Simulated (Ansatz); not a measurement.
Consider a periodic stack without vacuum, bcc W (0 0 1) on zinc-blende CdTe (0 0 1) (film strained to the substrate, started from cuts of the bulks and a machine-learned relaxation; slabs Cd4Te4 and W12, which can lie off the formulas): substrate slab Cd4Te4, film W12, surface cells [[1, 0], [1, 1]] and [[-1, 1], [-1, -1]], film strained by +3.9 and +3.9 %, outermost planes Te/Cd and W/W as cut, which need not be the usual terminations and can put a slab off its formula. Its start:

```
CdW3Te
1.0
    4.68090     0.00006     0.04156
   -0.00008     4.68108    -0.00616
    2.17002    -1.99094    22.89431
Cd Te W
4 4 12
Direct
  0.85067   0.16993   0.25156
  0.41989   0.64659   0.10765
  0.69796   0.35470   0.54350
  0.27249   0.73490   0.39631
  0.88230   0.64223   0.17756
  0.42108   0.11369   0.02707
  0.73367   0.80388   0.46886
  0.31279   0.20577   0.32314
  0.08888   0.98261   0.68563
  0.60140   0.46481   0.68617
  0.13775   0.46427   0.62975
  0.60797   0.93219   0.62738
  0.02571   0.03330   0.82127
  0.52573   0.53467   0.82150
  0.06022   0.50669   0.75654
  0.55708   0.00445   0.75670
  0.96249   0.09451   0.95033
  0.45770   0.58433   0.95139
  0.99143   0.56645   0.89198
  0.49084   0.06200   0.89043
```

The start was prepared with a machine-learned potential, and the result is one local minimum, with the in-plane cell held and forces under 0.04 eV/Å; the film can end far from its bulk form.

All values below come from PBE (plane waves to 420 eV, PAW; Ansatz, a quantum-chemistry and plane-wave program). Spin–orbit coupling is left out; the runs are not spin-polarised. Its k-point mesh 7×7×1, Fermi–Dirac width 0.05 eV.

### Question
Predict the relaxed interface.

### Answer
- interface area = 21.9 Å²
- period = 22.73 Å
- heights between the nearest atoms of the two slabs at the two interfaces = 1.79 and 1.73 Å
- Cd–W contacts across the interfaces within 1.22 times the sum of covalent radii = 6, mean 3.11 Å
- Te–W contacts across the interfaces within 1.22 times the sum of covalent radii = 6, mean 3.04 Å
- estimate of the barrier = withheld, since the two interfaces are unlike
- slope of the mean potential energy in the substrate = +1.4 MV/cm × e
